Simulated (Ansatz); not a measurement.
## GaAs, pressure series

Take GaAs in the zinc blende structure (space group F-43m, No. 216) as the base.

```
GaAs
1.0
    0.00000     2.82948     2.82948
    2.82948     0.00000     2.82948
    2.82948     2.82948     0.00000
Ga As
1 1
Cartesian
  0.00000   0.00000   0.00000
  1.41474   1.41474   1.41474
```

Cell and atoms are relaxed at each pressure.

Level of theory: PBEsol/PAW in Ansatz (a quantum-chemistry and plane-wave program), no spin-orbit coupling.

### Question
Only one of these has a direct gap. Which?
A. pressure 4.5 GPa
B. pressure 15 GPa
C. pressure 9 GPa

### Answer
A, pressure 4.5 GPa. Computed: pressure 15 GPa: indirect, Γ → X; pressure 9 GPa: indirect, Γ → Γ–X (87 % along); pressure 4.5 GPa: direct at Γ

Load acts through the strain it causes; cell and atoms are relaxed under it. Whether these cells are dynamically stable was not tested. Tetrahedral semiconductors of this kind turn to denser phases somewhere between about 1 and 50 GPa; those were not computed, so compressed cells here can lie past the real transition.
